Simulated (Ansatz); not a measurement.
## PbO: transverse stress against strain

PbO (litharge, P4/nmm, 18.537 Å³/atom at rest, c along z) under a strain ε along a (axis x), the other axes held. PBEsol-D3(BJ) in Ansatz, a plane-wave DFT program (PAW, default set), 420 eV, 8×8×7 Γ-centred mesh, Fermi-Dirac smearing 0.05 eV; ions are relaxed within the symmetry of each cell. Stress is positive for a compressed cell.

Here s stands for strain and y for stress zz.

```csv
strain (%),stress zz (GPa)
-3.00,?
-1.20,0.32
-0.60,0.15
0.00,0.00
0.60,-0.15
1.20,-0.30
```

The 5 complete rows are fitted with a straight line, y against s. Means: s 0, y 0.004. About the means, the sum of products is -0.92400 and the sum of squares of s is 3.6000; the slope is their ratio. Least squares gives y = 0.004 - 0.2567·s. Residuals (row less fit): 0.008, -0.008, -0.004, 0.000, 0.004; standard error 0.007 (degrees of freedom: 3). The slope gives the elastic constant C13 = 26 ± 0.4 GPa.

**Question.** Estimate the missing y (s = -3.00); what did the run itself give?

**Answer.** y = 0.004 - 0.2567 × (-3.0) = 0.774 GPa. The calculation gives 0.86 GPa, 0.086 GPa above the prediction (7.4 % of the range of y in the table). The row lies outside the fitted rows, so this is an extrapolation. From the scatter of the fitted rows alone, a prediction at this place has a standard error of 0.014 GPa, so the miss is 6.1 times that.

One order more, fitted to all 11 runs of the series, follows each within 0.01, so the miss is the next term of a smooth law. Rows are the converged runs of the series near zero and its far end; series whose fitted rows scatter by over a few per cent of the range, as at a crossing or softening among them, aren't shown in this form. Most that stay on the fit to the last digits aren't either.
